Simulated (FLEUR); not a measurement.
# Equation of state of hcp Hf (space group 194): energy against volume (FLEUR, LDA)

```yaml
crystal:
  lattice:
    - [3.06593, 0.00000, 0.00000]
    - [-1.53296, 2.65517, 0.00000]
    - [0.00000, 0.00000, 4.85359]
  atoms:
    - { symbol: Hf, position: [0.66667, 0.33333, 0.75000] }
    - { symbol: Hf, position: [0.33333, 0.66667, 0.25000] }
```

Method: LDA (Perdew-Zunger), all-electron FLAPW (FLEUR), scalar-relativistic valence run with FLEUR. Settings: Kmax = 4.33 1/bohr; GmaxXC = 15.2 1/bohr; xcFunctional = pz; jspins = 1; l_soc = F; mode = hist; fermiSmearingEnergy = 0.00183747 Htr; mesh (inpgen div1-3) = 21 21 12; inpgen gamma flag = true; Gmax = 15.2 1/bohr; numbands = 0; maxIterBroyd = 15; imix = Anderson; alpha = 0.05; precondParam = 0; minDistance = 1e-05 me/bohr^3. The cell above is the first row's. The rows scale it uniformly. In all rows fractional positions and the k mesh are held. E is the free energy at the stated smearing, counted from the lowest row.

| V (Å^3/atom) | E (meV/atom) |
|---|---|
| 19.756 | ? |
| 20.185 | 8.80 |
| 20.614 | 0.86 |
| 21.044 | 0.00 |
| 21.473 | 5.61 |
| 21.903 | 17.10 |
| 22.332 | 33.97 |
| 22.762 | 55.74 |
| 23.191 | 81.98 |

Question: Fit E against V with the third-order Birch-Murnaghan form, a cubic in V^(-2/3), and predict the withheld value at V = 19.756.

Answer: With u = V^(-2/3) - 0.129, the rows have u = 0.005890, 0.004012, 0.002194, 0.000441, -0.001259, -0.002900, -0.004493, -0.006033. Least squares gives E = 8.007 - 5917.7·u + 1039279·u² - 2000919·u³. Residuals (row less fit): 0.002, -0.004, -0.005, 0.011, -0.009, 0.013, -0.017, 0.005; standard error 0.013 (degrees of freedom: 4). Its minimum lies at u = 0.002871, so V0 = (0.131871)^(-3/2) = 20.88. There d²E/du² = 2044000 and d³E/du³ = -1.201e7, so B0 = (4/9) × 20.88^(-7/3) × 2044000 × 0.160218 = 121 GPa (the last factor turns the table's units into GPa), and B0' = 4 + (2/3) × 0.131871 × (-1.201e7)/2044000 = 3.5. At the withheld row, u = 0.007836, so E = 8.007 - 5917.7 × 0.007836 + 1039279 × 0.007836² - 2000919 × 0.007836³ = 24.488 meV/atom. The calculation gives 24.52 meV/atom, 0.032 meV/atom above the prediction (under 0.05 % of the range of E in the table). The row lies outside the fitted rows, so this is an extrapolation. From the scatter of the fitted rows alone, a prediction at this place has a standard error of 0.039 meV/atom, so the miss is 0.8 times that.

Carrying the step between the two nearest rows on in a straight line would have given 16.74, off by 7.78; series whose last step already gives the withheld value aren't shown. The scan was laid around a cell of about the measured size, scaled by a guess for this functional; axis ratios and inner coordinates come from that cell. The runs keep the symmetry of the cell, so they don't test it for distortions. Values depend on the basis (sphere radii, cutoffs, local orbitals), which need not be converged. Spin-orbit coupling is off. The shape of the cell and the inner coordinates aren't relaxed, so V0 and B0 belong to this uniform scaling; a relaxed crystal lies no higher in energy and is usually softer. Cutoffs and mesh are single choices, not tested for convergence of this quantity. Series with a scatter that would blur these digits, or in which a gap closes, are not shown. Nor are scans whose minimum lies at an end fitted in this form.
